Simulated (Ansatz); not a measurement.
## Convergence test for KTa3 (P6_3/mmc, 8 atoms in the cell)

```
KTa3
1.0
    6.81546     0.00000     0.00000
   -3.40773     5.90236     0.00000
    0.00000     0.00000     5.46652
Ta K
6 2
Direct
  0.83920   0.67840   0.25000
  0.16080   0.83920   0.75000
  0.32160   0.16080   0.25000
  0.16080   0.32160   0.75000
  0.83920   0.16080   0.25000
  0.67840   0.83920   0.75000
  0.33333   0.66667   0.25000
  0.66667   0.33333   0.75000
```

Computed with LDA (PW92), default PAW files made with PBE (plane waves; Ansatz, a first-principles code).

The starting cell was generated: these elements placed on a structure prototype, without a prior relaxation; it need not be a known phase or ordering of this composition. Spin polarisation is off. In the base run, with a pressure of about -21 GPa the cell is away from its equilibrium volume at this level. In the base run, forces exceed 1 eV/Å. Ansatz's pressure includes its estimate of the finite-basis (Pulay) stress.

Held fixed: kpoints.mp_grid.grid = 5 5 5; hamiltonian.xc = lda; hamiltonian.pseudopotentials = {kind: paw} (the program's default PAW files); scf.occupations.method = cold; scf.occupations.width = 0.01 Ry.

ΔF is the free energy per atom less that of the last row (1e-12 eV).

Ansatz starts here from atomic densities corrected by a trained network and corrects its stress for the error left by an unfinished SCF, so loose thresholds cost less than they might elsewhere.

```csv
scf.convergence.dr2_threshold,ΔF (meV/atom),pressure (GPa),largest force (eV/Å),iterations
0.1 eV,0.96,-21.39,1.878,2
0.01 eV,0.03,-21.30,1.868,3
0.001 eV,0.00,-21.28,1.865,4
0.0001 eV,0.00,-21.28,1.866,5
1e-05 eV,0.00,-21.28,1.866,5
1e-06 eV,0.00,-21.28,1.866,6
1e-08 eV,0.00,-21.28,1.866,7
1e-10 eV,0.00,-21.28,1.866,9
1e-12 eV,0.00,-21.28,1.866,11
```

Energy within 0.5 meV/atom of the last row: from scf.convergence.dr2_threshold = 0.01 eV on; the one before it is off by 0.96 meV/atom.

Pressure within 0.05 GPa of the last row: from scf.convergence.dr2_threshold = 0.01 eV on; the one before it is off by 0.11 GPa. The value it settles on is -21.28 GPa at this level of theory and with the other settings as held.

Keys are those of Ansatz 0.2.
